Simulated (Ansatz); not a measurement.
SnS2, point defects

Start from a 27-atom supercell of SnS₂ in the CdI2 type structure (space group P-3m1, No. 164; a = 3.626 Å, c = 5.573 Å; layered, stacked along the Cartesian z axis) at its relaxed geometry.

One neutral defect a cell, atoms relaxed at fixed cell.

All numbers come from Ansatz (an electronic-structure program), PBEsol-D3(BJ), PAW, cutoff 420 eV, no SOC.

```csv
case,gap of the supercell,largest displacement of a host atom from its site in the perfect cell,total moment of the cell
perfect supercell,1.04 eV,–,–
P on a S site,zero,___,0.0 μB
Ti on a Sn site,0.47 eV,0.17 Å,0.0 μB
Cd on a Sn site,zero,0.07 Å,1.1 μB
```

### Question
Complete the table.

### Answer

- P on a S site, largest displacement of a host atom from its site in the perfect cell: 0.12 Å

The magnetic state is the one reached from the starting moments; the real material's order can differ, and small cells can't hold many antiferromagnetic ones. In so small a cell the defect repeats every few ångströms: this is an ordered compound, not a dilute defect. A case with no gap was solved on a k-mesh chosen for an insulator, which is coarse for it. Starting moments died away, wholly or in part, for P on a S site and Ti on a Sn site; another magnetic solution may exist.
